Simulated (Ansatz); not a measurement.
Ni3C (R-3c, No. 167, 8 atoms in the cell; start mp-7586)

Calculation: LDA (Ansatz, an electronic-structure program, plane waves, PAW).

Run with plane-wave cutoff 520 eV, 14×14×14 k mesh, Fermi–Dirac smearing 0.05 eV, no spin polarisation, scalar-relativistic PAW data made under PBE.

Cell (relaxed at this level):

Ni$_{3}$C has the trigonal space group R-3c, hexagonal axes (No. 167), Pearson symbol hR8. Conventional cell: a = 4.485 Å, b = 4.485 Å, c = 12.665 Å, α = 90.00°, β = 90.00°, γ = 120.00°. Ni on 18e is surrounded by 2 C at 1.844 Å and 2 Ni at 2.530 Å. C on 6b is coordinated by 6 Ni at 1.844 Å (octahedral). (Neighbours: up to the widest gap in distance over summed covalent radii, below 1.35, at either atom; cation-cation and far metal-metal contacts left out.)
(The calculation used a cell of 8 atoms; values per cell refer to that cell.)

| Property | Value |
|---|---|
| bulk modulus B0 | 247 GPa |

Note: the run has no spin polarisation, so it can have missed a magnetic state; the bulk modulus is −V dP/dV from two relaxed cells at ±2 % in volume; the relaxation could not lower the start's symmetry, so the cell can be a saddle point above a distorted one.

The computed numbers hold no vibrational or temperature effects.

A start named mp-… is a Materials Project structure, which need not be a measured phase.
